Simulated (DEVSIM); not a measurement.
System: abrupt Si p-n junction, at 300 K.

Layer 1 from the left is Si, thickness (μm) 0.730, Na (cm⁻³) 1.3e18, τn (s) 2.4e-5, τp (s) 2.4e-5. Layer 2 from the left is Si, thickness (μm) 41.0, Nd (cm⁻³) 1.1e16, τn (s) 2.4e-5, τp (s) 2.4e-5.

Left contact: ohmic. Right contact: ohmic. Voltage is applied to the left contact. Recombination: SRH at mid-gap, radiative, Auger. Mobility is μmin + (μ − μmin)/(1 + (N/Nref)^α).

Constants are typed, rounded textbook-type inputs, not results; the design itself was drawn at random and stands for no fabricated device. Values at 300 K.

Si: gap (eV) 1.124, affinity (eV) 4.05, permittivity 11.7, Nc (cm⁻³) 2.86e19, Nv (cm⁻³) 3.1e19, μn (cm²/Vs) 1417, μp (cm²/Vs) 470, μn,min 52, μp,min 45, Nref,n 9.7e16, Nref,p 2.2e17, αn 0.68, αp 0.72, B (cm³/s) 4.7e-15, Cn (cm⁶/s) 2.8e-31, Cp (cm⁶/s) 9.9e-32.

Model (solved in DEVSIM): 1D drift-diffusion, Boltzmann statistics, complete ionisation; no tunnelling, impact ionisation, image-force lowering or self-heating.

Problem. What does the simulation give for the dark forward voltage at 1 A/cm², the potential step across the device at zero bias, the largest field in the device at zero bias, the dark forward voltage at 100 A/cm²?

Solution. dark forward voltage at 1 A/cm² 0.671 V; potential step across the device at zero bias 0.839 V; largest field in the device at zero bias 75000 V/cm; dark forward voltage at 100 A/cm² 0.837 V.
